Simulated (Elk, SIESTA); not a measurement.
An Elk input for a self-consistent single point of ZrIn3 (I4/mmm, 4 atoms in the cell) (DFT, PBEsol, all-electron FP-LAPW, Elk's shipped species files, default APW+lo basis):

```
tasks
  0

xctype
  22

swidth
  0.00367493

maxscl
  100

scale
  1.889726125

avec
   -2.1500590000    2.1500590000    4.9780450000
    2.1500590000   -2.1500590000    4.9780450000
    2.1500590000    2.1500590000   -4.9780450000

atoms
  2
  'Zr.in'
  1
  0.0000000000  0.0000000000  0.0000000000    0.0 0.0 0.0
  'In.in'
  3
  0.2500000000  0.7500000000  0.5000000000    0.0 0.0 0.0
  0.7500000000  0.2500000000  0.5000000000    0.0 0.0 0.0
  0.5000000000  0.5000000000  0.0000000000    0.0 0.0 0.0

ngridk
  7 7 7
```

Task: Translate this input to SIESTA.

Result: This is the input that was run; spellings and numerical settings could be chosen otherwise.

```
# files in the folder: Zr.psml In.psml (PseudoDojo PBEsol standard)
SystemName  ZrIn3
SystemLabel ZrIn3

NumberOfAtoms                4
NumberOfSpecies              2
%block ChemicalSpeciesLabel
  1 40 Zr
  2 49 In
%endblock ChemicalSpeciesLabel
LatticeConstant              5.833219 Ang
%block LatticeVectors
    -0.368588767    0.368588767    0.853395869
     0.368588767   -0.368588767    0.853395869
     0.368588767    0.368588767   -0.853395869
%endblock LatticeVectors
AtomicCoordinatesFormat      Bohr
%block AtomicCoordinatesAndAtomicSpecies
     0.000000000    0.000000000    0.000000000  1
     4.063022662    0.000000000    4.703570843  2
     0.000000000    4.063022662    4.703570843  2
     0.000000000    0.000000000    9.407141686  2
%endblock AtomicCoordinatesAndAtomicSpecies

XC.functional                GGA
XC.authors                   PBEsol
PAO.BasisSize                DZP
PAO.EnergyShift              0.01 Ry
MeshCutoff                   300 Ry
%block kgrid.MonkhorstPack
    7   0   0  0.0
    0   7   0  0.0
    0   0   7  0.0
%endblock kgrid.MonkhorstPack
OccupationFunction           FD
ElectronicTemperature        1160.45 K

MaxSCFIterations             150
SCF.Mixer.Method             Pulay
SCF.Mixer.Weight             0.25
SCF.Mixer.History            8
SCF.DM.Tolerance             1.0E-05
Diag.ParallelOverK           true
WriteForces                  true
```

Basis settings and potentials, where a program has them, do not carry over. This input uses DFT, GGA PBEsol, numerical atomic orbitals DZP, PseudoDojo PBEsol standard norm-conserving potentials (rewritten from UPF to PSML).

The starting cell comes from a database of computed structures (which also holds hypothetical and non-ambient phases and stackings), without a prior relaxation at this level. Its lattice was rescaled by a random factor within 2.5 % of one.
